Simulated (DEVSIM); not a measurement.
System: Cr/SiO2/p-Ge capacitor, at 300 K.

```csv
layer (left to right),material,thickness (nm),Na (cm⁻³)
1,SiO2,20.0,-
2,Ge,4700,1.6e16
```

Metal gate on the left, work function 4.5 eV. Fixed charge at the semiconductor interface 1.7e10 cm⁻² (in units of +e); interface traps 1.6e11 cm⁻² eV⁻¹, uniform in energy, neutral level at 0.3 of the gap above the valence band.

Constants are typed, rounded textbook-type inputs, not results; the design itself was drawn at random and stands for no fabricated device. Values at 300 K.

```csv
parameter,SiO2,Ge
gap (eV),9,0.664
affinity (eV),0.9,4
permittivity,3.9,16
Nc (cm⁻³),-,1.04e19
Nv (cm⁻³),-,6e18
```

DEVSIM, 1D Poisson equation in equilibrium, Boltzmann statistics, complete ionisation; no quantum confinement or tunnelling. Metal contacts follow the ideal Schottky-Mott rule: no Fermi-level pinning, no interface dipoles.

Q: Give the band bending (positive: bands bend down) and minority sheet density.

A: 
| Vg (V) | ψs (V) | minority carriers (cm⁻²) |
|---|---|---|
| -1.7 | -0.152 | < 1e8 |
| -1.4 | -0.141 | < 1e8 |
| -1.1 | -0.128 | < 1e8 |
| -0.8 | -0.110 | < 1e8 |
| -0.5 | -0.084 | < 1e8 |
| -0.2 | -0.041 | < 1e8 |
| 0.1 | 0.047 | < 1e8 |
| 0.4 | 0.199 | < 1e8 |
| 0.7 | 0.366 | 2.8e10 |
| 1 | 0.431 | 2.5e11 |
| 1.3 | 0.459 | 5.3e11 |
| 1.6 | 0.476 | 8.3e11 |
| 1.9 | 0.489 | 1.1e12 |
| 2.2 | 0.499 | 1.4e12 |
| 2.5 | 0.508 | 1.8e12 |
